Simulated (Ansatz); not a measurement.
Consider Nb in the bcc (W type) structure (space group Im-3m, No. 229; a = 3.273 Å; relaxed with 0.1 eV smearing). Axes: x, y, z lie along the cube axes.

All numbers come from plane-wave PAW DFT at the PBEsol level (Ansatz, a first-principles code, 420 eV), no SOC.

It is then changed as follows: an isotropic linear strain of −1.37 %, atoms relaxed at fixed cell.

Problem. Predict the stress tensor and what it implies for the stiffness.

Solution. Stress of the strained cell less that of the base (GPa, compression positive):
```
    8.1     0.0     0.0
    0.0     8.1     0.0
    0.0     0.0     8.1
```

Then B = −ΔP/(ΔV/V₀) with ΔV/V₀ = -0.0405 gives secant stiffness values (nonlinear terms included at this strain): B ≈ 200 GPa.

As a check, the harmonic strain energy −½ V₀ Δσ:ε is 18 meV/atom; the computed energy rise is 17 meV/atom.

No phonon test of stability was made. All final runs are without spin polarisation.
